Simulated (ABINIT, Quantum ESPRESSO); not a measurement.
An ABINIT input for a self-consistent single point of LuTlTe₂ (R-3m, 4 atoms in the cell) (DFT, PBEsol, plane waves, PAW (JTH v2.0 PBE PAW, files made for PBE)):

```
# LuTlTe2, JTH v2.0 PBE PAW
pp_dirpath "./"
pseudos "Lu.GGA_PBE-JTH.xml, Tl.GGA_PBE-JTH.xml, Te.GGA_PBE-JTH.xml"
acell 3*1.0 Angstrom
rprim
         2.1890262162    1.2638348752    8.1383930000
        -2.1890262162    1.2638348752    8.1383930000
        -0.0000000000   -2.5276697504    8.1383930000
natom 4
ntypat 3
znucl 71 81 52
typat 1 2 3 3
xcart
        -0.0000000000   -0.0000000000   12.2075895000
         0.0000000000    0.0000000000    0.0000000000
        -0.0000000000   -0.0000000000   18.6530990953
        -0.0000000000   -0.0000000000    5.7620799047
      Angstrom
ecut 24 Ha
pawecutdg 48 Ha
pawxcdev 0
ixc -116133
occopt 1
nband 29
kptopt 1
ngkpt 5 5 5
nshiftk 1
shiftk 0 0 0
nstep 50
tolvrs 1.0e-10
diemac 4
prtwf 0
prtden 0
```

Q: Translate this input to Quantum ESPRESSO.

A: One input that does it (others would too):

```fortran
&control
    calculation = 'scf'
    outdir = './out'
    pseudo_dir = './'
    verbosity = 'high'
    tprnfor = .true.
    tstress = .true.
/
&system
    ibrav = 0
    nat = 4
    ntyp = 3
    ecutwfc = 50
    ecutrho = 400
    occupations = 'fixed'
    nbnd = 31
    input_dft = 'pbesol'
/
&electrons
    conv_thr = 1.0d-10
    mixing_beta = 0.5
/
ATOMIC_SPECIES
Lu   174.9668  Lu.GGA-PBE-paw-v1.0.UPF
Tl   204.3800  Tl_pbe_v1.2.uspp.F.UPF
Te   127.6000  Te_pbe_v1.uspp.F.UPF
ATOMIC_POSITIONS crystal
Lu    0.5000000000    0.5000000000    0.5000000000
Tl    0.0000000000    0.0000000000    0.0000000000
Te    0.7639960000    0.7639960000    0.7639960000
Te    0.2360040000    0.2360040000    0.2360040000
K_POINTS automatic
5 5 5  0 0 0
CELL_PARAMETERS angstrom
   2.1890262162     1.2638348752     8.1383930000
  -2.1890262162     1.2638348752     8.1383930000
   0.0000000000    -2.5276697504     8.1383930000
```

Basis settings and potentials, where a program has them, do not carry over. This input uses DFT, PBEsol, plane waves, SSSP 1.1.2 efficiency (PBE) pseudopotentials.

The starting cell comes from a database of computed structures (which also holds hypothetical and non-ambient phases and stackings), without a prior relaxation at this level. Its lattice was rescaled by a random factor within 2.5 % of one.
